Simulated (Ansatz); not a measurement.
An Ansatz (a program for electronic structure) input (DFT with PBEsol, PAW potentials and a 420 eV plane-wave cutoff in Ansatz, scalar-relativistic without spin-orbit coupling):

Ansatz 0.2 input:
```yaml
crystal:
  lattice:
    - [4.3398110422, 0, 0]
    - [2.1699055211, 3.7583866102, 0]
    - [0, 0, 20.3151613167]
  atoms:
    - { symbol: F, position: [0.6666666667, 0.1666666667, 0.3691823994] }
    - { symbol: Ba, position: [0.3333333333, -0.1666666667, 0.4127882663] }
    - { symbol: F, position: [1, 0.5, 0.4563941331] }
    - { symbol: F, position: [1.3333333333, -0.1666666667, 0.5436058669] }
    - { symbol: Ba, position: [1, -0.5, 0.5872117337] }
    - { symbol: F, position: [1.6666666667, 0.1666666667, 0.6308176006] }
basis: { ecutwfc: 420, ecutrho_ratio: 4, xc_grid: 2, fft_grid_basis: typed }
kpoints: { mp_grid: { grid: [9, 9, 1] } }
hamiltonian:
  xc: pbesol
  dispersion: none
  pseudopotentials: { kind: paw }
scf: { occupations: { method: fermi_dirac, width: 0.05 }, convergence: { dr2_threshold: 0.0000000006 } }
relax: { f_tol: 0.01, max_steps: 50 }
output: { forces: true, stress: true }
checkpoint: { write: state.ck, write_every: 1000 }
```

Q: Which symmetry and how many k-points will the program report, and about how many plane waves at Γ?

A: Space group P-3m1 (ITA 164) with 12 operations, k-points 12 of 81, and 6517 plane waves at Γ.

Stability against distortions was not tested. The cell was made from BaF₂ in the fluorite structure (space group Fm-3m, No. 225) by this change: a free-standing slab of 2 layers (6 atoms, 3 a layer) is cut normal to [111], with 15 Å of vacuum and the in-plane cell held at bulk.
